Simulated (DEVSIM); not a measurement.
Structure: abrupt GaAs p-n junction, at 250 K.

| layer (left to right) | material | thickness (μm) | Nd (cm⁻³) | Na (cm⁻³) | τn (s) | τp (s) |
|---|---|---|---|---|---|---|
| 1 | GaAs | 0.770 | - | 1.2e16 | 3.5e-10 | 3.5e-10 |
| 2 | GaAs | 60.0 | 1.6e15 | - | 3.5e-10 | 3.5e-10 |

Left contact: ohmic. Right contact: ohmic. Voltage is applied to the left contact. Recombination: SRH at mid-gap, radiative. Mobility is μmin + (μ − μmin)/(1 + (N/Nref)^α).

Constants are typed, rounded textbook-type inputs, not results; the design itself was drawn at random and stands for no fabricated device. Values at 300 K; Nc and Nv go as T^1.5, mobilities as T to minus their exponent, the gap by Varshni's rule with the affinity fixed.

```csv
parameter,GaAs
gap (eV),1.424
affinity (eV),4.07
permittivity,12.9
Nc (cm⁻³),4.7e17
Nv (cm⁻³),9e18
μn (cm²/Vs),8500
μp (cm²/Vs),400
"μn,min",500
"μp,min",20
"Nref,n",6e16
"Nref,p",1.5e17
αn,0.39
αp,0.38
T exponent of μn,2.1
T exponent of μp,2.2
B (cm³/s),2e-10
Varshni α (eV/K),0.000541
Varshni β (K),204
```

Simulated with DEVSIM: 1D drift-diffusion, Boltzmann statistics, complete ionisation; no tunnelling, impact ionisation, image-force lowering or self-heating.

The doping Na of layer 1 was swept, all else fixed.

| doping Na of layer 1 (cm^-3) | dark forward voltage at 1 A/cm² (V) | largest field in the device at zero bias (V/cm) | potential step across the device at zero bias (V) | dark forward voltage at 100 A/cm² (V) |
|---|---|---|---|---|
| 3.6e14 | 0.949 | 12000 | 1.117 | 1.304 |
| 1.2e15 | 0.990 | 15000 | 1.143 | 1.332 |
| 3.6e15 | 1.017 | 19000 | 1.167 | 1.354 |
| 1.2e16 | 1.036 | 21000 | 1.193 | 1.378 |
| 3.6e16 | 1.045 | 23000 | 1.217 | 1.395 |
| 1.2e17 | 1.049 | 26000 | 1.242 | 1.407 |
| 3.6e17 | 1.050 | ? | 1.266 | ? |

Problem. What belongs in the gaps?

Solution. 
- 3.6e17, largest field in the device at zero bias (V/cm): 34000
- 3.6e17, dark forward voltage at 100 A/cm² (V): 1.413
